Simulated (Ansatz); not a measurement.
Re2C, pressure series

Base system: Re$_{2}$C (space group P6_3/mmc, No. 194; a cell from a computed database, its experimental status unchecked).

Re₂C is taken in the hexagonal space group P6₃/mmc (No. 194), Pearson symbol hP6. Lattice parameters: a = b = 2.8338 Å, c = 9.8281 Å, α = β = 90.00°, γ = 120.00°. Re on 4f has 3 C at 2.148 Å and 10 Re at 2.687–2.834 Å. C on 2c has 6 Re at 2.148 Å (trigonal prismatic). (Neighbours: up to the widest gap in distance over summed covalent radii, below 1.35, at either atom; cation-cation and far metal-metal contacts left out.)

Cell and atoms are relaxed at each pressure.

The values are results of PBEsol/PAW in Ansatz (a first-principles code), no spin-orbit coupling, not measurements.

```tsv
P (GPa)	V (Å³/atom)
-1.99	11.446
-0.99	11.418
0.29	11.384
0.69	11.373
1.50	11.352
3.00	11.313
5.00	11.262
7.50	11.200
10.00	11.140
```

Fit a third-order Birch–Murnaghan equation of state.

Least squares on P(V) = (3B₀/2)[(V₀/V)^(7/3) − (V₀/V)^(5/3)]·[1 + (3/4)(B₀′ − 4)((V₀/V)^(2/3) − 1)] gives V₀ = 11.39 Å³/atom, B₀ = 426 GPa and B₀′ = 4.5.

Load acts through the strain it causes; cell and atoms are relaxed under it. Whether these cells are dynamically stable was not tested. No other phases were tried under pressure. All final runs are without spin polarisation.
